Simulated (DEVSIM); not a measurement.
Device: Mo/SiON/n-Ge capacitor, at 250 K.

| layer (left to right) | material | thickness (nm) | Nd (cm⁻³) |
|---|---|---|---|
| 1 | SiON | 3.10 | - |
| 2 | Ge | 3800 | 2.4e16 |

Metal gate on the left, work function 4.6 eV. Fixed charge at the semiconductor interface -9.2e11 cm⁻² (in units of +e); no interface traps.

The device is made up for the run: typed textbook-type constants, with dimensions and the other settings drawn at random. Values at 300 K; Nc and Nv go as T^1.5, mobilities as T to minus their exponent, the gap by Varshni's rule with the affinity fixed.

```tsv
parameter	SiON	Ge
gap (eV)	7	0.664
affinity (eV)	1.4	4
permittivity	5.5	16
Nc (cm⁻³)	-	1.04e19
Nv (cm⁻³)	-	6e18
Varshni α (eV/K)	-	0.000477
Varshni β (K)	-	235
```

Simulated with DEVSIM: 1D Poisson equation in equilibrium, Boltzmann statistics, complete ionisation; no quantum confinement or tunnelling. Metal contacts follow the ideal Schottky-Mott rule: no Fermi-level pinning, no interface dipoles.

Problem. Tabulate band edges, carrier densities and field at 0.25 V on the gate.

Solution. Energies count from the Fermi level of the right contact; mesh points crowd at the junctions.

| x (μm) | Ec (eV) | Ev (eV) | n (cm⁻³) | p (cm⁻³) | field (V/cm) |
|---|---|---|---|---|---|
| 0.000 | 2.950 | -4.050 | < 1e2 | < 1e2 | 190000 |
| 0.0009558 | 2.968 | -4.032 | < 1e2 | < 1e2 | 190000 |
| 0.002049 | 2.990 | -4.011 | < 1e2 | < 1e2 | 190000 |
| 0.003020 | 3.008 | -3.992 | < 1e2 | < 1e2 | 190000 |
| 0.004837 | 0.403 | -0.280 | 6.0e10 | 1.0e13 | -37000 |
| 0.008045 | 0.391 | -0.292 | 1.0e11 | 6.0e12 | -36000 |
| 0.01481 | 0.367 | -0.316 | 3.1e11 | 2.0e12 | -35000 |
| 0.03749 | 0.296 | -0.387 | 8.7e12 | 7.1e10 | -28000 |
| 0.07685 | 0.205 | -0.478 | 6.0e14 | 1.0e9 | -18000 |
| 0.1598 | 0.132 | -0.551 | 1.7e16 | 3.6e7 | -2400 |
| 0.3346 | 0.125 | -0.558 | 2.4e16 | 2.6e7 | ≈ 0 |
| 0.8905 | 0.125 | -0.558 | 2.4e16 | 2.6e7 | ≈ 0 |
| 1.874 | 0.125 | -0.558 | 2.4e16 | 2.6e7 | ≈ 0 |
| 2.871 | 0.125 | -0.558 | 2.4e16 | 2.6e7 | ≈ 0 |
| 3.455 | 0.125 | -0.558 | 2.4e16 | 2.6e7 | ≈ 0 |
| 3.639 | 0.125 | -0.558 | 2.4e16 | 2.6e7 | ≈ 0 |
| 3.726 | 0.125 | -0.558 | 2.4e16 | 2.6e7 | ≈ 0 |
| 3.767 | 0.125 | -0.558 | 2.4e16 | 2.6e7 | ≈ 0 |
| 3.791 | 0.125 | -0.558 | 2.4e16 | 2.6e7 | ≈ 0 |
| 3.798 | 0.125 | -0.558 | 2.4e16 | 2.6e7 | ≈ 0 |
| 3.801 | 0.125 | -0.558 | 2.4e16 | 2.6e7 | ≈ 0 |
| 3.803 | 0.125 | -0.558 | 2.4e16 | 2.6e7 | ≈ 0 |
